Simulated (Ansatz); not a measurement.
Electronic density of states of amorphous Si10B20O50, density 1.76 g/cm³, on a 2×2×2 Γ-centred mesh with a Gaussian width of 0.1 eV; energies count from the Fermi level, whose place inside the gap is arbitrary. Cell and mesh are small, so fine structure isn't converged. Computed with PBE, scalar-relativistic without spin-orbit coupling (plane waves to 420 eV, PAW; Ansatz, a program for electronic structure). Sampling: a 2×2×2 Γ-centred mesh; Fermi-Dirac width 0.02 eV; no spin polarisation. At PBE the levels at the filled edge of the gap are localised (band-tail or defect states).

It comes from a melt-quench run on a machine-learned potential (CHGNet), relaxed afterwards by DFT. O atoms were pushed apart under 1.9 Å during the dynamics, to hinder bonds among them. The hot cell started wider than the set density and was brought back towards it in steps. It is the lowest in DFT energy of 2 quenches. It is a model cell: composition and starting density were chosen by hand, and all elements were melted together. No dispersion term was used. Its density started from a set value of 2.05 and ended at 1.76 g/cm³. The simulated quench (nominally 240 K/ps over its main leg) is rapid and tends to freeze in more defects than a deposited or slowly cooled glass has. One small periodic cell is one sample of the glass; other quenches scatter about these values. Volume and shape were free in the relaxation.

(E - EF (eV), states/(eV atom)): (-12.00, 0.14); (-11.90, 0.19); (-11.80, 0.28); (-11.70, 0.27); (-11.60, 0.23); (-11.50, 0.23); (-11.40, 0.25); (-11.30, 0.24); (-11.20, 0.17); (-11.10, 0.20); (-11.00, 0.23); (-10.90, 0.26); (-10.80, 0.29); (-10.70, 0.27); (-10.60, 0.23); (-10.50, 0.23); (-10.40, 0.21); (-10.30, 0.22); (-10.20, 0.22); (-10.10, 0.16); (-10.00, 0.14); (-9.90, 0.22); (-9.80, 0.26); (-9.70, 0.27); (-9.60, 0.28); (-9.50, 0.33); (-9.40, 0.33); (-9.30, 0.36); (-9.20, 0.40); (-9.10, 0.44); (-9.00, 0.47); (-8.90, 0.38); (-8.80, 0.32); (-8.70, 0.35); (-8.60, 0.39); (-8.50, 0.51); (-8.40, 0.54); (-8.30, 0.40); (-8.20, 0.40); (-8.10, 0.41); (-8.00, 0.33); (-7.90, 0.22); (-7.80, 0.07); (-7.70, 0.01); (-7.60, 0.00); (-7.50, 0.00); (-7.40, 0.01); (-7.30, 0.07); (-7.20, 0.13); (-7.10, 0.15); (-7.00, 0.29); (-6.90, 0.33); (-6.80, 0.41); (-6.70, 0.42); (-6.60, 0.36); (-6.50, 0.36); (-6.40, 0.41); (-6.30, 0.35); (-6.20, 0.28); (-6.10, 0.30); (-6.00, 0.38); (-5.90, 0.40); (-5.80, 0.41); (-5.70, 0.45); (-5.60, 0.46); (-5.50, 0.50); (-5.40, 0.62); (-5.30, 0.65); (-5.20, 0.65); (-5.10, 0.69); (-5.00, 0.68); (-4.90, 0.67); (-4.80, 0.63); (-4.70, 0.65); (-4.60, 0.74); (-4.50, 0.82); (-4.40, 0.85); (-4.30, 0.77); (-4.20, 0.79); (-4.10, 0.86); (-4.00, 0.86); (-3.90, 0.87); (-3.80, 0.85); (-3.70, 0.79); (-3.60, 0.77); (-3.50, 0.73); (-3.40, 0.75); (-3.30, 0.66); (-3.20, 0.55); (-3.10, 0.49); (-3.00, 0.43); (-2.90, 0.32); (-2.80, 0.28); (-2.70, 0.11); (-2.60, 0.01); (-2.50, 0.00); (-2.40, 0.00); (-2.30, 0.00); (-2.20, 0.00); (-2.10, 0.00); (-2.00, 0.00); (-1.90, 0.00); (-1.80, 0.00); (-1.70, 0.00); (-1.60, 0.00); (-1.50, 0.00); (-1.40, 0.00); (-1.30, 0.00); (-1.20, 0.00); (-1.10, 0.00); (-1.00, 0.00); (-0.90, 0.00); (-0.80, 0.00); (-0.70, 0.00); (-0.60, 0.00); (-0.50, 0.00); (-0.40, 0.00); (-0.30, 0.00); (-0.20, 0.00); (-0.10, 0.00); (0.00, 0.00); (0.10, 0.00); (0.20, 0.00); (0.30, 0.00); (0.40, 0.00); (0.50, 0.00); (0.60, 0.00); (0.70, 0.00); (0.80, 0.00); (0.90, 0.00); (1.00, 0.00); (1.10, 0.00); (1.20, 0.00); (1.30, 0.00); (1.40, 0.00); (1.50, 0.00); (1.60, 0.00); (1.70, 0.00); (1.80, 0.00); (1.90, 0.00); (2.00, 0.00); (2.10, 0.00); (2.20, 0.00); (2.30, 0.00); (2.40, 0.00); (2.50, 0.00); (2.60, 0.00); (2.70, 0.01); (2.80, 0.01); (2.90, 0.00); (3.00, 0.01); (3.10, 0.04); (3.20, 0.07); (3.30, 0.14); (3.40, 0.27); (3.50, 0.30); (3.60, 0.23); (3.70, 0.21); (3.80, 0.23); (3.90, 0.22); (4.00, 0.23); (4.10, 0.22); (4.20, 0.24); (4.30, 0.25); (4.40, 0.30); (4.50, 0.45); (4.60, 0.47); (4.70, 0.38); (4.80, 0.36); (4.90, 0.37); (5.00, 0.33); (5.10, 0.33); (5.20, 0.30); (5.30, 0.28); (5.40, 0.29); (5.50, 0.32); (5.60, 0.32); (5.70, 0.27)

The level gap on this mesh is 5.50 eV; the broadening fills part of it in the curve.
